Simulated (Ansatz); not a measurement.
The starting structures come from a database of crystals and need not be the phases stable at ambient conditions.

 Where the default PAW files enter, the runs use the earlier of Ansatz's two default sets.

The decay constant κ of evanescent states in the gap governs leakage through a thin film.

Data:

```
CELL_PARAMETERS angstrom
      4.04834     0.00000     0.00000
      0.00000     6.22426     0.00000
      0.00000     2.78404     5.56692
ATOMIC_POSITIONS crystal
  K  0.00000 0.00000 0.00000
  Sc 0.50000 0.69342 0.69342
  Sc 0.50000 0.30658 0.30658
  F  0.00000 0.70320 0.70320
  F  0.00000 0.29680 0.29680
  F  0.50000 0.66677 0.04529
  F  0.50000 0.33323 0.95471
  F  0.50000 0.95471 0.33323
  F  0.50000 0.04529 0.66677
  F  0.50000 0.50000 0.50000
```

Space group of this cell: Cmmm. The cell is taken as given; by PBEsol its mean pressure is -1.1 GPa.

Transport runs along the normal of the first two printed cell vectors.

The gap is the functional's own, uncorrected, and κ follows it; spin-orbit coupling is left out. Mid-gap values are interpolated between the computed energies.

State the band gap and the smallest decay constant κ at mid-gap according to Ansatz (a program for electronic structure) with PBEsol.

Gap 5.84 eV on a 8×6×6 mesh; κ = 0.527 1/Å, at the zone centre.
